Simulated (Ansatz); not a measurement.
Abridged Ansatz (a quantum-chemistry and plane-wave program) output:

```
Relaxation: its limit of steps is 60 (relax.max_steps)
Pseudopotential: Ir, paw, valence charge 17
Pseudopotential: O, paw, valence charge 6
Crystal: 6 atoms, lattice volume = 65.235 Å³
Basis set: ecut = 420 eV, 1251 PW (Γ), exchange–correlation on 64×64×48 points (8 copies of the dense FFT grid, shifted against one another)
Bands: 35, of which v1, the nominal top of the filled ones, is band 29 counted from 1 (28 counted from 0)
Symmetry: 16 space group operations
k-points: 168 of 1500
Functional: x = pbe(κ = 0.804, μ = 0.2195149727645171), c = pbe(β = 0.06672455060314922)
SCF iter   1: F=—  HF=-26138.484730 eV  |F-HF|=—  |Δ(HF+E_count)|=         —  Δρ=9.11e-2  dr2=1.95e0  ethr=3.10e-3  ⟨swp⟩=5.9  Hψ=21798  notcnv=0
SCF iter   2: F=—  HF=-26138.336093 eV  |F-HF|=—  |Δ(HF+E_count)|=   1.49e-1  Δρ=5.00e-2  dr2=6.06e-1  ethr=3.10e-3  ⟨swp⟩=2.0  Hψ=7941  notcnv=0  defer=24
SCF 1 converged in 8 iterations: F = -26138.321560 eV  dr2 = 5.25e-8
relax step   1: F+E_penalty+E_count = -26138.32155990 eV  Δ(F+E_penalty+E_count) = +0.000e0 eV  max|allowed force component| = 1.423e-4 eV/Å  Δτ_max = 0.0000 Å  P = +0.000 GPa  Ω = 65.235 Å³  (8 SCF iters, dr2 threshold 1.00e-7 eV, accepted)
[... steps on the carried basis left out ...]
relax step   6: F+E_penalty+E_count = -26138.32078456 eV  Δ(F+E_penalty+E_count) = -1.487e-5 eV  max|allowed force component| = 1.121e-4 eV/Å  Δτ_max = 0.0000 Å  P = -1.001 GPa  Ω = 65.487 Å³  stress off target by 1.90e-3 GPa  SCF on the basis re-selected at this cell (its energy is not comparable with the rows above)  (5 SCF iters)
SCF converged after 5 iterations
Free energy (F): -26138.320785 eV
Internal energy: -26138.295729 eV  (E = F + TS)
E sigma→0 (E₀):  -26138.308257 eV
Entropy (-TS):   -0.025056 eV (-4.176 meV/atom)
Fermi energy:    13.938042 eV
--- Forces (eV/Å), atoms counted from 1 ---
  atom   1  Ir     0.00000000    -0.00000000     0.00000000
  atom   2  Ir    -0.00000000     0.00000000     0.00000000
  atom   3  O      0.00011214     0.00011214     0.00000000
  atom   4  O      0.00011214    -0.00011214     0.00000000
  atom   5  O     -0.00011214     0.00011214     0.00000000
  atom   6  O     -0.00011214    -0.00011214     0.00000000
--- Stress (GPa, compression-positive) ---
       -1.001902       0.000000       0.000000
        0.000000      -1.001902       0.000000
        0.000000       0.000000      -0.999391
  P = ⅓ Tr σ = -1.0011 GPa (-10.011 kbar)
--- Relaxed structure (4 steps of the walk, 4 accepted, 2 SCFs on fresh bases) ---
  cell:  # Å, volume = 65.4869 Å³
    - [4.536522513187782, -1.0834682294860928e-34, 0.0]
    - [-1.0834682294860928e-34, 4.536522513187782, 0.0]
    - [0.0, 0.0, 3.1820594156821422]
  atoms:
    - { symbol: Ir, position: [-2.7428345178140223e-21, -9.350572219820562e-22, 0.0] }
    - { symbol: Ir, position: [0.5, 0.5, 0.5] }
    - { symbol: O, position: [0.30840837027259543, 0.30840837027259543, 0.0] }
    - { symbol: O, position: [0.8084083702725954, 0.19159162972740457, 0.5] }
    - { symbol: O, position: [0.19159162972740457, 0.8084083702725954, 0.5] }
    - { symbol: O, position: [0.6915916297274045, 0.6915916297274045, 0.0] }
```

**Question.** What was computed, and what are the main results?

**Answer.** IrO2, 6 atoms in the cell, with PBE (Ansatz; PAW; 420 eV plane waves; no spin-orbit coupling), earlier PAW set, from a series relaxed to a target (pressure −1 GPa). The last SCF converged to F = -26138.320785 eV, or -4356.3868 eV per atom, at a pressure of -1.00 GPa. The total energy compares only with runs of the same code, potentials and settings.

Load acts through the strain it causes; cell and atoms are relaxed under it. Stability against distortions was not tested. No Hubbard U is applied, and correlation can decide whether such a compound is a metal. All final runs are without spin polarisation. The cell was made from IrO2 in the rutile structure (space group P4_2/mnm, No. 136) by this change: pressure −1 GPa.

Keys are those of Ansatz 0.2.
